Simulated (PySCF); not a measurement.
PySCF 2.14.0, R2SCAN/def2-svp, df: methylammonium (C[NH3+]), charge +1, multiplicity 1, 8 atoms. The geometry is a generated start, not checked to be a minimum at this level.

| Item | Result |
|---|---|
| task | energy |
| method | r2scan |
| basis | def2-svp |
| two-electron scheme | density fitting |
| mol.max_memory | 3000 MB |
| mf.max_cycle | 100 |
| mf.init_guess | minao (default) |
| mf.DIIS | CDIIS (default) |
| mf.diis_space | 8 (default) |
| mf.conv_tol | 1e-09 (default) |
| mf.grids.level | 3 (default) |
| basis functions | 58 |
| grid points | 86872 |

```xyz
8

C     -0.7300     0.1021    -0.0177
N      0.7394    -0.1034     0.0181
H     -1.1822    -0.5567    -0.7557
H     -0.9570     1.1328    -0.2815
H     -1.1615    -0.1141     0.9577
H      0.9645    -1.0762     0.2690
H      1.1741     0.5187     0.7130
H      1.1528     0.0968    -0.9028
```

Charge 1 and multiplicity 1 are set for this test and not shown to be the ground state.

One run each on 2 threads, 1 BLAS thread. Values of level_shift (Hartree) tried: 0 (default), 0.1, 0.3, 1.

Which value of level_shift (Hartree) needs the fewest Fock builds, and what happens away from it?

Fewest Fock builds, within one of each other: 0 (default) with 10, 0.1 with 10, 0.3 with 11. The count rises to 23 at 1. All converge to one solution.

```
level_shift (Hartree)  Fock builds            end
---------------------  -----------  -------------
0 (default)                     10  same solution
0.1                             10  same solution
0.3                             11  same solution
1                               23  same solution
```
